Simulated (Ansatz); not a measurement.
**CdS, response to strain**

The parent structure is CdS in the wurtzite structure (space group P6_3mc, No. 186; a = 4.074 Å, c = 6.637 Å).

Strains are applied to the cell and any free atomic positions relax.

Method: plane-wave PAW DFT at the LDA level (Ansatz, a program for electronic structure, 420 eV), no spin-orbit coupling.

| variant | volume per atom | band gap | width of the top valence band |
|---|---|---|---|
| base | 23.85 Å³ | 1.03 eV | 1.87 eV |
| isotropic strain +0.60 % | 24.28 Å³ | 0.99 eV | 1.81 eV |
| isotropic strain +1.20 % | 24.72 Å³ | 0.95 eV | 1.76 eV |
| isotropic strain +1.80 % | 25.16 Å³ | 0.91 eV | 1.70 eV |
| isotropic strain +2.40 % | 25.61 Å³ | (withheld) | (withheld) |
| isotropic strain +3.00 % | 26.06 Å³ | 0.83 eV | 1.60 eV |

### Question
Fill in the withheld entries from the trend.

### Answer

- isotropic strain +2.40 %, band gap: 0.87 eV
- isotropic strain +2.40 %, width of the top valence band: 1.65 eV

No phonon test of stability was made.
